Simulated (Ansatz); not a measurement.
CdS under load (space group P6_3mc), r2SCAN with spin-orbit coupling, rigid bands in Ansatz (a quantum-chemistry and plane-wave program). Condition of this run: hydrostatic pressure of -0.8 GPa (compression positive) (the target of the relaxation). Band gap 1.65 eV, N_c = 1.69e18 cm⁻³ and N_v = 4.87e19 cm⁻³ at 300 K, conductivity masses along y (a = (4.14, 0.00, 0.00) Å; b = (-2.07, 3.59, 0.00) Å; c = (0.00, 0.00, 6.74) Å) of 0.175 mₑ (electrons) and 1.19 mₑ (holes). Take k_BT = 0.02585 eV.

### Question
A film of it is 3 nm thick, with its normal along the direction named. Estimate the confinement energies in an infinite well.

### Answer
ħ²π²/(2m t²) = 0.376 eV·nm²/(m/mₑ × t²) gives 239 meV for electrons and 35.1 meV for holes, so the gap would widen to about 1.92 eV. Finite barriers and nonparabolic bands lower this, and with several valleys or bands the heaviest mass along the normal sets the lowest level, not this average.

### Question
What built-in voltage has an abrupt junction with N_A = 1e16 and N_D = 1e17 cm⁻³, all dopants ionised?

### Answer
V_bi = E_g/e − (k_BT/e) ln(N_c N_v/(N_A N_D)) = 1.65 − 0.02585 × 11.32 = 1.36 V, for the computed gap.

### Question
What thermal injection velocity √(2k_BT/πm) limits a ballistic channel along the direction named?

### Answer
1.29e7 cm/s for electrons and 4.93e6 cm/s for holes, a ratio of √(m_h/m_e) = 2.61, for dilute carriers.

Rigid bands with the computed gap; masses take one relaxation time for all states. Geometry: cell and atoms relaxed with PBEsol.
